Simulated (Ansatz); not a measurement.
# What a tighter setting buys: basis.ecutwfc, Sb₂Rh (P2_1/c, 12 atoms in the cell)

Cell: a = 6.6156 Å, b = 6.5596 Å, c = 6.6858 Å, α = 90.00°, β = 116.82°, γ = 90.00°.

Method: PBEsol, default PAW files made with PBE (plane waves; Ansatz, a quantum-chemistry and plane-wave program).

Base settings: basis.ecutwfc = 420 eV; kpoints.mp_grid.grid = 3 3 3; hamiltonian.xc = pbesol; hamiltonian.pseudopotentials = {kind: paw} (the program's default PAW files); scf.occupations.method = cold; scf.occupations.width = 0.1 eV.

Misses are taken against the tightest run, 840 eV (width narrowed by the program to 0.0570 eV), which need not be fully converged itself. The energy is the free energy per atom.

The count of work is k-points × plane waves × bands × iterations; it is no time, and leaves out set-up, grids and terms that scale otherwise. 

Ansatz's pressure holds its estimate of the finite-basis (Pulay) stress, which hides part of the cutoff error; the uncorrected pressure shows it.

The starting cell comes from a database of published, mostly measured structures (it also holds non-ambient and calculated ones), without a prior relaxation at this level. Ansatz's pressure includes its estimate of the finite-basis (Pulay) stress.

The runs (basis.ecutwfc): 170 eV | 210 eV (width narrowed by the program to 0.0457 eV) | 250 eV (width narrowed by the program to 0.0537 eV) | 295 eV (width narrowed by the program to 0.0559 eV) | 335 eV (width narrowed by the program to 0.0569 eV) | 380 eV (width narrowed by the program to 0.0570 eV) | 420 eV (width narrowed by the program to 0.0570 eV) | 485 eV (width narrowed by the program to 0.0570 eV) | 545 eV (width narrowed by the program to 0.0570 eV) | 630 eV (width narrowed by the program to 0.0570 eV) | 735 eV (width narrowed by the program to 0.0570 eV) | 840 eV (width narrowed by the program to 0.0570 eV).

### Question
Which is the coarsest setting among those run that, with all tighter ones, holds the energy within 2 meV/atom of the reference, and what does it save?

### Answer
485 eV (width narrowed by the program to 0.0570 eV), off by 0.61 meV/atom; it needs 0.44 of the reference's count of work.

### Question
Which is the coarsest setting among those run that, with all tighter ones, holds the energy within 0.5 meV/atom of the reference, and what does it save?

### Answer
545 eV (width narrowed by the program to 0.0570 eV), off by 0.26 meV/atom; its saving against the reference is no more than about a factor of 2 in the count of work.

### Question
What does the step from 170 eV to 420 eV (width narrowed by the program to 0.0570 eV) buy?

### Answer
It takes the miss in the energy from 33000 to 2.3 meV/atom, for 4.4 times the count of work.

| basis.ecutwfc | energy less reference (meV/atom) | pressure less reference (GPa) | largest difference in the force on any atom (eV/Å) | uncorrected pressure less reference (GPa) | count of work / reference |
|---|---|---|---|---|---|
| 170 eV | 33193.98 | -0.45 | 2.422 | -1082.48 | 0.080 |
| 210 eV (width narrowed by the program to 0.0457 eV) | 6865.93 | -7.04 | 0.281 | -290.99 | 0.15 |
| 250 eV (width narrowed by the program to 0.0537 eV) | 1320.07 | -0.09 | 0.260 | -70.02 | 0.18 |
| 295 eV (width narrowed by the program to 0.0559 eV) | 164.82 | 0.58 | 0.021 | -11.47 | 0.21 |
| 335 eV (width narrowed by the program to 0.0569 eV) | 20.08 | 0.13 | 0.011 | -1.62 | 0.25 |
| 380 eV (width narrowed by the program to 0.0570 eV) | 3.78 | 0.04 | 0.003 | -0.08 | 0.31 |
| 420 eV (width narrowed by the program to 0.0570 eV) | 2.27 | 0.02 | 0.001 | -0.05 | 0.35 |
| 485 eV (width narrowed by the program to 0.0570 eV) | 0.61 | 0.01 | 0.000 | -0.03 | 0.44 |
| 545 eV (width narrowed by the program to 0.0570 eV) | 0.26 | 0.00 | 0.000 | 0.00 | 0.52 |
| 630 eV (width narrowed by the program to 0.0570 eV) | 0.13 | 0.00 | 0.000 | 0.00 | 0.65 |
| 735 eV (width narrowed by the program to 0.0570 eV) | 0.03 | 0.00 | 0.000 | 0.00 | 0.82 |
| 840 eV (width narrowed by the program to 0.0570 eV) | 0.00 | 0.00 | 0.000 | 0.00 | 1.0 |

Keys are those of Ansatz 0.2.
